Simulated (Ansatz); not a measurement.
## GaAg in the CsCl type structure (space group Pm-3m, No. 221)

GaAg is modelled in the cubic space group Pm-3m (No. 221), the CsCl type structure, Pearson symbol cP2. Cell: a = 3.229 Å, b = 3.229 Å, c = 3.229 Å, α = 90.00°, β = 90.00°, γ = 90.00°. Ga on 1b sees 8 Ag at 2.796 Å and 6 Ga at 3.229 Å. Ag on 1a has 8 Ga at 2.796 Å and 6 Ag at 3.229 Å. (Neighbours: up to the widest gap in distance over summed covalent radii, below 1.35, at either atom.)

Level of theory: PBEsol (Ansatz, an electronic-structure program, PAW, scalar-relativistic without spin-orbit coupling). Γ-centred 14×14×14 mesh, Fermi–Dirac width 0.05 eV.

| Item | Result |
|---|---|
| Volume per atom | 16.83 Å³ |
| Density | 8.76 g/cm³ |
| Band gap | zero |
| Total energy | -5632.680 eV/atom (σ→0; compares only within this code and set-up) |

Stability against distortions was not tested.
